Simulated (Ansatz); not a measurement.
The structure below was relaxed with Ansatz (a quantum-chemistry and plane-wave program) r2SCAN, no spin-orbit coupling, at pressure −2 GPa.

Space group F-43m (No. 216); a = 4.8072 Å, b = 4.8072 Å, c = 4.8072 Å, α = 90.00°, β = 90.00°, γ = 90.00°

```
atom  site  symmetry       x       y       z
----  ----  --------  ------  ------  ------
As      4d      -43m  0.7500  0.7500  0.7500
B       4a      -43m  0.0000  0.0000  0.0000
```

Task: Write out a cell with all atoms.

Result: 
```cif
data_As4B4
_chemical_formula_sum 'As4 B4'
_space_group_name_H-M_alt 'P 1'
_space_group_IT_number 1
_cell_length_a 4.80718
_cell_length_b 4.80718
_cell_length_c 4.80718
_cell_angle_alpha 90.000
_cell_angle_beta 90.000
_cell_angle_gamma 90.000
loop_
_space_group_symop_operation_xyz
  'x, y, z'
loop_
_atom_site_label
_atom_site_type_symbol
_atom_site_fract_x
_atom_site_fract_y
_atom_site_fract_z
_atom_site_occupancy
As1 As 0.25000 0.25000 0.75000 1
B1 B 0.00000 0.00000 0.00000 1
As2 As 0.25000 0.75000 0.25000 1
B2 B 0.00000 0.50000 0.50000 1
As3 As 0.75000 0.25000 0.25000 1
B3 B 0.50000 0.00000 0.50000 1
As4 As 0.75000 0.75000 0.75000 1
B4 B 0.50000 0.50000 0.00000 1
```
This is the conventional cell.

Load acts through the strain it causes; cell and atoms are relaxed under it. No phonon test of stability was made. The cell was made from BAs in the zinc blende structure (space group F-43m, No. 216) by this change: pressure −2 GPa.
